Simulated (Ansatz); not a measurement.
Cost and result by functional for the surface energy of the (21-30) surface of hcp Ru in its 1x1 cell, outermost plane spacing 0.30 Å in the ideal cut, in Ansatz (plane waves, PAW). Single points on the PBE structure, on one kind of machine; costs are rough ratios of the slab run's core time (references not counted) to the cheapest single point. r2SCAN's cost holds its higher cutoff (500 against 420 eV). Differences are taken against r2SCAN for comparison alone: no measured value is at hand, so the table doesn't rank accuracy.

Model: 24-atom slab, 10.1 Å thick at the start (thin: gaps and levels are the slab's own), 9x5x1 mesh, Fermi-Dirac 0.1 eV, dipole correction, all atoms relaxed; held to the start's symmetry, so lower structures may exist; no spin, no spin-orbit, no U. These notes are the PBE run's.

```tsv
functional	relative cost	surface energy (J/m²)	less r2SCAN (J/m²)
RPBE	1	3.09	-0.52
LDA	1	3.99	0.39
PBEsol	1	3.81	0.20
r2SCAN	2	3.60	0.00
PBE (the relaxed run's value)	–	3.35	-0.25
```

The values span 0.90 J/m², while the single points' costs differ by a factor of roughly 2. Differences are of unrounded values.

Ansatz is a program for electronic structure.
